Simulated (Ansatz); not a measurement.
How the Voigt–Reuss–Hill bulk modulus of L1₀ (CuAu-type) CuAu moves with the method

No measured value is used here.

```csv
level (code),value (GPa),cell (Å³/atom)
LDA (Ansatz),___,13.78
PBE (Ansatz),140,15.00
PBEsol (Ansatz),171,14.21
r²SCAN (Ansatz),157,14.53
HSE06 (Ansatz),138,14.80
```

Problem. Fill in the missing entries.

Solution. 
- LDA (Ansatz, an electronic-structure program), value (GPa): 191

Density-functional levels without +SOC have no spin–orbit coupling. HSE06: hybrids on metals are sensitive to the k mesh. Each level is taken at its own relaxed cell. Cutoffs and k meshes differ between the levels. Ansatz's density-functional and Hartree–Fock values are scalar-relativistic unless marked +SOC, with PAW data made under PBE.
